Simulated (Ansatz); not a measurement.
The starting structures come from a database of crystals and need not be the phases stable at ambient conditions.

By PBEsol, the system below comes out a metal.

A figure of merit of an interconnect metal is its ballistic conductance per area.

Input:

```
CELL_PARAMETERS angstrom
      5.37329     0.00000     0.00000
      0.00000     7.24007     0.00000
      2.68665     0.00000     2.68665
ATOMIC_POSITIONS crystal
  Y  0.00000 0.75000 0.00000
  Y  0.00000 0.25000 0.00000
  B  0.78452 0.00000 0.71548
  B  0.21548 0.00000 0.28452
  B  0.50000 0.50000 0.71548
  B  0.50000 0.50000 0.28452
  C  0.50000 0.00000 0.68784
  C  0.50000 0.00000 0.31216
  C  0.18784 0.50000 0.31216
  C  0.81216 0.50000 0.68784
```

Space group of this cell: P4_2/mmc. The cell is taken as given; by PBEsol its mean pressure is -4.7 GPa.

The current flows along the normal of the first two printed cell vectors, the (110) plane of the conventional cell. No spin-orbit coupling; the value is a mean over 0.1 eV about the Fermi level.

Question: Estimate the ballistic conductance per area that PBEsol run with Ansatz (a quantum-chemistry and plane-wave program) returns for this system.

Answer: 0.51 × 10¹⁵ S/m² for both spins.
